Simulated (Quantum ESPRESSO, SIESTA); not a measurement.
A Quantum ESPRESSO input for a self-consistent single point of C (P1, 4 atoms in the cell) (DFT, LDA (PZ), plane waves, PSlibrary ultrasoft (LDA, semicore) pseudopotentials):

```fortran
&control
    calculation = 'scf'
    prefix = 'scf'
    outdir = './tmp'
    pseudo_dir = './'
    tprnfor = .true.
    tstress = .true.
/
&system
    ibrav = 0
    nat = 4
    ntyp = 1
    ecutwfc = 45
    ecutrho = 405
    occupations = 'smearing'
    smearing = 'fd'
    degauss = 0.0073499
/
&electrons
    conv_thr = 1.0d-10
/
ATOMIC_SPECIES
C     12.0110  C.pz-n-rrkjus_psl.1.0.0.UPF
ATOMIC_POSITIONS bohr
C    -0.0221037620    0.0480168784   42.8402380096
C     0.0849101396   -0.0132633039    4.0840131511
C    -0.0298662957   -0.0196054642   11.5773183082
C    -0.0329377515   -0.0151456763   35.4096812302
K_POINTS automatic
8 8 8  0 0 0
CELL_PARAMETERS angstrom
   1.2331900000     0.7119830000     8.2826170000
  -1.2331900000     0.7119830000     8.2826170000
   0.0000000000    -1.4239650000     8.2826170000
```

Q: Give the SIESTA input for the same structure, mesh, smearing and functional.

A: One input that does it (others would too):

```
# files in the folder: C.psml (PseudoDojo LDA standard)
SystemName  C
SystemLabel c

NumberOfAtoms                4
NumberOfSpecies              1
%block ChemicalSpeciesLabel
  1 6 C
%endblock ChemicalSpeciesLabel
LatticeConstant              1.0 Bohr
%block LatticeVectors
     2.330391360    1.345452875   15.651877725
    -2.330391360    1.345452875   15.651877725
     0.000000000   -2.690903861   15.651877725
%endblock LatticeVectors
AtomicCoordinatesFormat      Fractional
%block AtomicCoordinatesAndAtomicSpecies
     0.913561000    0.923046000    0.900460000  1
     0.103551000    0.067115000    0.090262000  1
     0.237722000    0.250538000    0.251416000  1
     0.745166000    0.759300000    0.757862000  1
%endblock AtomicCoordinatesAndAtomicSpecies

XC.functional                LDA
XC.authors                   PW92
PAO.BasisSize                DZP
PAO.EnergyShift              0.005 Ry
MeshCutoff                   300 Ry
%block kgrid.MonkhorstPack
    8   0   0  0.0
    0   8   0  0.0
    0   0   8  0.0
%endblock kgrid.MonkhorstPack
OccupationFunction           FD
ElectronicTemperature        100.0 meV

MaxSCFIterations             150
SCF.Mixer.Method             Pulay
SCF.Mixer.Weight             0.1
SCF.Mixer.History            8
SCF.DM.Tolerance             1.0E-05
Diag.ParallelOverK           true
WriteForces                  true
```

Basis settings and potentials, where a program has them, do not carry over. This input uses DFT, LDA PW92, numerical atomic orbitals DZP, PseudoDojo LDA standard norm-conserving potentials (rewritten from UPF to PSML). LDA parametrisations can differ slightly between programs.

The starting cell comes from a database of computed structures (which also holds hypothetical and non-ambient phases and stackings), without a prior relaxation at this level. For this run, on top of that: atoms moved at random.
